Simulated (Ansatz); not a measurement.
We consider CsCl-type NiAl, described by PBEsol in Ansatz (PAW).

Settings: plane-wave cutoff 520 eV, 22×22×22 k mesh, Fermi–Dirac smearing 0.072 eV (set by the program), no spin polarisation, scalar-relativistic PAW data made under PBE.

Computed at the level's own relaxed cell.

Hill averages of the elastic tensor: K = 173.1 GPa, G = 79.7 GPa. Volume 11.725 Å³/atom, mean atomic mass 42.837 u.

Question: Work out the density, the sound velocities of a polycrystal and the elastic Debye temperature, and Pugh's ratio at this level.

Answer: ρ = 1.66054 × 42.837/11.725 = 6.067 g/cm³. v_l = √[(K + 4G/3)/ρ] = 6.786 km/s and v_t = √(G/ρ) = 3.624 km/s. The mean follows from 3/v_m³ = 1/v_l³ + 2/v_t³: v_m = 4.048 km/s. Θ_D = (ħ/k_B) v_m (6π²/V)^(1/3) = 76.38 K Å s/km × 4.048 × 1.7157 Å⁻¹ = 530 K, counting all atoms of the cell. K/G = 2.17, to be set beside Pugh's rough bound of 1.75 between brittle and ductile metals.

Ansatz is an electronic-structure program.
